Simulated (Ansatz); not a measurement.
Antifluorite K2S was calculated with PBEsol (Ansatz, a first-principles code, plane waves, PAW).

Settings: plane-wave cutoff 520 eV, 8×8×8 k mesh, Fermi–Dirac smearing 0.01 eV, scalar-relativistic PAW data made under PBE.

The cell has the measured lattice: a = 7.391 Å, b = 7.391 Å, c = 7.391 Å, α = 90.00°, β = 90.00°, γ = 90.00°.

Task: Predict the band gap and smallest direct gap on the k points sampled.

Result: 
* **band gap**: 2.29 eV (indirect)
* **smallest direct gap on the k points sampled**: 2.50 eV

Note: cell and atoms aren't relaxed at this level (pressure -0.4 GPa).

Computed values are for the static lattice.
